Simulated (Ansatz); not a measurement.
System: CsCl-type CuZn. Method: PBE (plane waves, PAW; Ansatz, a first-principles code).

Settings: plane-wave cutoff 520 eV, 16×16×16 k mesh, Fermi–Dirac smearing 0.1 eV, perturbation theory, force constants from a 4×4×4 q mesh, no spin polarisation, scalar-relativistic PAW data made under PBE.

Question: What does this level give for the TO(Γ) frequency and zero-point energy?

Answer: 
* **TO(Γ) frequency**: 193 cm⁻¹
* **zero-point energy**: 0.025 eV/atom
